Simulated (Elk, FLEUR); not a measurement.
A FLEUR input for a self-consistent single point of MgPt7 (Fm-3m, 8 atoms in the cell) (DFT, PBEsol, all-electron FLAPW (FLEUR), scalar-relativistic valence):

Input of the input generator:

```
MgPt7 crystal
&input film=f /
0.0000000000 3.8577940000 3.8577940000
3.8577940000 0.0000000000 3.8577940000
3.8577940000 3.8577940000 0.0000000000
1.8897261246
1.0 1.0 1.0

8
12 0.0000000000 0.0000000000 0.0000000000
78 0.5000000000 0.0000000000 0.0000000000
78 0.5000000000 0.0000000000 0.5000000000
78 0.0000000000 0.5000000000 0.5000000000
78 0.0000000000 0.5000000000 0.0000000000
78 0.5000000000 0.5000000000 0.0000000000
78 0.0000000000 0.0000000000 0.5000000000
78 0.5000000000 0.5000000000 0.5000000000

&comp jspins=1 /
&exco xctyp='PBEs' /
&kpt div1=6 div2=6 div3=6 gamma=t /
&end /
```

```xml
<?xml version="1.0" encoding="UTF-8" standalone="no"?>
<fleurInput fleurInputVersion="0.39">
   <comment>
      MgPt7 crystal                                                                                       
   </comment>
   <calculationSetup>
      <cutoffs Kmax="4.2" Gmax="16.8" GmaxXC="16.8" numbands="0"/>
      <scfLoop itmax="80" minDistance="0.00001" maxIterBroyd="99" imix="Anderson" alpha="0.05" precondParam="0.0" spinf="2.0"/>
      <coreElectrons ctail="T" frcor="F" kcrel="0" coretail_lmax="0"/>
      <xcFunctional name="PBEs" relativisticCorrections="F"/>
      <magnetism jspins="1"/>
      <soc l_soc="F" theta="0.0" phi="0.0" spav="F"/>
      <expertModes spex="0" secvar="F"/>
      <geometryOptimization l_f="T" forcealpha="1.0" forcemix="BFGS" epsdisp="0.00001" epsforce="0.00001"/>
      <ldaU l_linMix="F" mixParam="0.05" spinf="1.0"/>
   </calculationSetup>
   <cell>
      <bzIntegration valenceElectrons="122.0" mode="gauss" fermiSmearingEnergy="0.00999582">
         <kPointListSelection listName="default-1"/>
         <!-- k-points included here -->
         <xi:include xmlns:xi="http://www.w3.org/2001/XInclude" href="kpts.xml"> </xi:include>
      </bzIntegration>
      <!-- symmetry operations included here -->
      <xi:include xmlns:xi="http://www.w3.org/2001/XInclude" href="sym.xml"> </xi:include>
      <bulkLattice scale="1.0">
         <bravaisMatrix>
            <row-1>    0.0000000000000000     7.2901741051251321     7.2901741051251321</row-1>
            <row-2>    7.2901741051251321     0.0000000000000000     7.2901741051251321</row-2>
            <row-3>    7.2901741051251321     7.2901741051251321     0.0000000000000000</row-3>
         </bravaisMatrix>
      </bulkLattice>
   </cell>
   <atomSpecies>
      <species name="Magnesium (Mg)" element="Mg" atomicNumber="12">
         <mtSphere radius="1.93" gridPoints="669" logIncrement="0.017"/>
         <atomicCutoffs lmax="8" lnonsphr="6"/>
         <electronConfig flipSpins="F">
            <coreConfig>(1s1/2)</coreConfig>
            <valenceConfig>(2s1/2) (2p1/2) (2p3/2) (3s1/2)</valenceConfig>
         </electronConfig>
         <energyParameters s="3" p="3" d="3" f="4"/>
         <lo type="SCLO" l="0" n="2" eDeriv="0"/>
         <lo type="SCLO" l="1" n="2" eDeriv="0"/>
      </species>
      <species name="Platinum (Pt)" element="Pt" atomicNumber="78">
         <mtSphere radius="2.45" gridPoints="847" logIncrement="0.016"/>
         <atomicCutoffs lmax="10" lnonsphr="8"/>
         <electronConfig flipSpins="F">
            <coreConfig>(1s1/2) (2s1/2) (2p1/2) (2p3/2) (3s1/2) (3p1/2) (3p3/2) (4s1/2) (3d3/2) (3d5/2) (4p1/2) (4p3/2) (5s1/2) (4d3/2) (4d5/2) (4f5/2) (4f7/2)</coreConfig>
            <valenceConfig>(5p1/2) (5p3/2) (6s1/2) (5d3/2) (5d5/2)</valenceConfig>
            <stateOccupation state="(6s1/2)" spinUp="0.5" spinDown="0.5"/>
            <stateOccupation state="(5d3/2)" spinUp="1.8" spinDown="1.8"/>
            <stateOccupation state="(5d5/2)" spinUp="2.7" spinDown="2.7"/>
         </electronConfig>
         <energyParameters s="6" p="6" d="5" f="5"/>
         <lo type="SCLO" l="1" n="5" eDeriv="0"/>
      </species>
   </atomSpecies>
   <atomGroups>
      <atomGroup species="Magnesium (Mg)">
         <relPos label="                   1">.0000000000 .0000000000 .0000000000</relPos>
         <force calculate="T" relaxXYZ="TTT"/>
      </atomGroup>
      <atomGroup species="Platinum (Pt)">
         <relPos label="                   2">1.000/2.000 .0000000000 .0000000000</relPos>
         <relPos label="                   3">1.000/2.000 .0000000000 1.000/2.000</relPos>
         <relPos label="                   4">.0000000000 1.000/2.000 1.000/2.000</relPos>
         <relPos label="                   5">.0000000000 1.000/2.000 .0000000000</relPos>
         <relPos label="                   6">1.000/2.000 1.000/2.000 .0000000000</relPos>
         <relPos label="                   7">.0000000000 .0000000000 1.000/2.000</relPos>
         <force calculate="T" relaxXYZ="TTT"/>
      </atomGroup>
      <atomGroup species="Platinum (Pt)">
         <relPos label="                   8">1.000/2.000 1.000/2.000 1.000/2.000</relPos>
         <force calculate="T" relaxXYZ="TTT"/>
      </atomGroup>
   </atomGroups>
   <output dos="F" band="F" slice="F">
      <checks vchk="F" cdinf="F"/>
      <bandDOS minEnergy="-.5*Htr" maxEnergy="0.5*Htr" sigma="0.015" storeEVData="T"/>
      <vacuumDOS vacdos="F" integ="F" star="F" nstars="0" locx1="0.0" locy1="0.0" locx2="0.0" locy2="0.0" nstm="0" tworkf="0.0"/>
      <unfoldingBand unfoldBand="F" supercellX="1" supercellY="1" supercellZ="1"/>
      <plotting iplot="0" polar="F">
         <plot TwoD="T" vec1="  1.0  0.0  0.0" vec2="  0.0  1.0  0.0" vec3="  0.0  0.0  1.0" zero="  0.0  0.0  0.0" file="plot"/>
      </plotting>
      <chargeDensitySlicing numkpt="0" minEigenval="0.0" maxEigenval="0.0" nnne="0" pallst="F"/>
      <specialOutput eonly="F"/>
      <magneticCircularDichroism mcd="F" energyLo="-10.0" energyUp="0.0"/>
   </output>
  <!-- We include the file relax.xml here to enable relaxations (see documentation) -->
  <xi:include xmlns:xi="http://www.w3.org/2001/XInclude" href="relax.xml"> <xi:fallback/> </xi:include>
</fleurInput>
```

Problem. Translate this input to Elk.

Solution. This is the input that was run; spellings and numerical settings could be chosen otherwise.

```
tasks
  0

xctype
  22

rgkmax
  7.5

gmaxvr
  16.0

nxoapwlo
  1

rmtscf
  0.88

stype
  0

swidth
  0.00999582

avec
    0.0000000000    7.2901741052    7.2901741052
    7.2901741052    0.0000000000    7.2901741052
    7.2901741052    7.2901741052    0.0000000000

sppath
  'species/'

atoms
  2   : nspecies
  'Mg.in'   : spfname
  1   : natoms; atposl, bfcmt below
  0.0000000000  0.0000000000  0.0000000000    0.0 0.0 0.0
  'Pt.in'   : spfname
  7   : natoms; atposl, bfcmt below
  0.5000000000  0.0000000000  0.0000000000    0.0 0.0 0.0
  0.5000000000  0.0000000000  0.5000000000    0.0 0.0 0.0
  0.0000000000  0.5000000000  0.5000000000    0.0 0.0 0.0
  0.0000000000  0.5000000000  0.0000000000    0.0 0.0 0.0
  0.5000000000  0.5000000000  0.0000000000    0.0 0.0 0.0
  0.0000000000  0.0000000000  0.5000000000    0.0 0.0 0.0
  0.5000000000  0.5000000000  0.5000000000    0.0 0.0 0.0

ngridk
  6 6 6
```

Basis, cutoffs, solver keys and any potentials are the target program's own. This input uses DFT, PBEsol, all-electron FP-LAPW, Elk's shipped species files, LAPW+lo basis.

The starting cell comes from a database of computed structures (which also holds hypothetical and non-ambient phases and stackings), without a prior relaxation at this level. For this run, on top of that: lattice scaled by 0.98.
